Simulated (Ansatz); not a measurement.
A periodic model of amorphous Ga24O37Ca:

```xyz
62
Lattice="9.1475 -0.0776 -0.1323 -0.0776 9.4143 0.2593 -0.1323 0.2593 9.0119" Properties=species:S:1:pos:R:3 pbc="T T T"
Ga     0.7071     4.2098     6.1934
Ga     6.5465     3.4814     7.7651
Ga     3.7676     4.0424     7.0181
Ga     4.1019     1.4618     0.0773
Ga     2.2124     0.2023     2.3449
Ga     2.5492     0.6884     5.5060
Ga     7.8822     8.7349     3.2825
Ga     0.6007     8.9158     7.9600
Ga     7.0588     3.7911     5.0198
Ga     0.9641     7.6344     4.8708
Ga     0.9838     2.4699     0.3240
Ga     7.1666     6.4766     0.2382
Ga     7.4876     0.8462     8.8024
Ga     2.8144     6.4217     2.5304
Ga     7.7511     6.5688     6.3920
Ga     4.0633     7.5417     8.1332
Ga     5.0888     0.6747     6.6592
Ga     0.3322     2.2860     3.5522
Ga     1.6537     5.9592     8.3388
Ga     6.0971     5.8174     3.2085
Ga     6.6279     2.1957     2.1285
Ga     0.2621     5.1103     2.5779
Ga     4.6024     8.3425     4.7864
Ga     5.2329     8.5756     1.6628
O      2.0825     7.8653     8.4072
O      0.7845     9.4846     6.2291
O      5.3806     3.5451     6.0483
O      0.6175     8.7084     3.0929
O      0.5009     3.2648     1.9520
O      2.7532     8.2492     5.0881
O      8.2435     7.7770     4.8873
O      7.1982     8.7757     1.4272
O      2.0590     1.5599     3.8025
O      5.8636     7.8738     3.4489
O      4.2583     5.4288     3.1371
O      2.4818     3.8181     5.6697
O      8.0876     7.8267     8.0015
O      8.1075     3.4088     6.5176
O      1.3883     6.1273     3.7498
O      0.5211     6.1179     6.5767
O      1.2894     4.0258     8.1145
O      3.3681     1.4756     7.0217
O      0.1824     1.0277     8.7405
O      6.7992     5.6427     4.9605
O      1.6164     5.6825     1.2397
O      2.4879     1.5091     1.0178
O      6.2462     3.5916     3.2933
O      7.6893     5.8400     1.9910
O      7.4283     2.4228     0.4406
O      5.3589     6.8341     0.6552
O      5.1156     8.1373     6.6236
O      6.9496     5.4611     7.8700
O      9.0326     3.8460     4.2120
O      3.4258     5.8046     7.6568
O      3.3820     8.2388     2.3493
O      4.5960     0.8204     4.7833
O      4.6561     3.3714     8.5718
O      6.6272     1.3840     7.2838
O      5.1099     1.1691     1.7984
O      7.8750     1.2347     3.2514
O      4.5170     9.3958     8.9163
Ca     4.0032     3.1791     4.0428
```

Calculation: PBE, scalar-relativistic without spin-orbit coupling (plane waves to 420 eV, PAW; Ansatz, a first-principles code).

Preparation: random packing, a CHGNet melt and quench, and a DFT relaxation. O atoms were pushed apart under 1.9 Å during the dynamics, to hinder bonds among them. The hot cell started wider than the set density and was brought back towards it in steps. It is the lowest in DFT energy of 2 quenches. It is a model cell: composition and starting density were chosen by hand, and all elements were melted together. No dispersion term was used. Its density started from a set value of 4.94 and ended at 4.94 g/cm³. Cooling (nominally 280 K/ps over its main leg) ran many orders faster than in experiment, which tends to leave more defects and strain. A cell of this size samples the disorder only roughly. The volume was held where the preparation left it and the shape relaxed, at a PBE pressure of -1.8 GPa (tension). Stress components on the final sampling reach 1.9 GPa.

Cut-offs for bonds: Ga-Ga 2.68 Å, Ga-O 2.42 Å, Ga-Ca 3.28 Å, O-O 1.58 Å, O-Ca 2.90 Å, Ca-Ca 3.87 Å. Two cations that share two anions don't count as bonded, nor two that share one unless they lie closer than Ga-Ga 2.61 Å, Ga-Ca 3.19 Å, Ca-Ca 3.77 Å.

Question: Give the coordination numbers, mean bond lengths and angles.

Answer: 
| Item | Result |
|---|---|
| Mean coordination of Ga by anions | 4.71 (10 with 4, 11 with 5, 3 with 6) |
| Mean coordination of O | 3.22 (29 with 3, 8 with 4) |
| Mean coordination of Ca by anions | 6.00 (1 with 6) |
| Mean Ga-O bond | 1.960 Å (spread 0.100 Å, 113 counted) |
| Mean O-Ca bond | 2.450 Å (spread 0.079 Å, 6 counted) |
| Bond angle at Ga | mean 106.7°, spread 24.5° |
| Bond angle at O | mean 113.6°, spread 18.9° |
| Bond angle at Ca | mean 101.4°, spread 29.9° |

Question: List the pairs of like atoms that count as bonded by the rules above.

Answer: There are none by these rules.
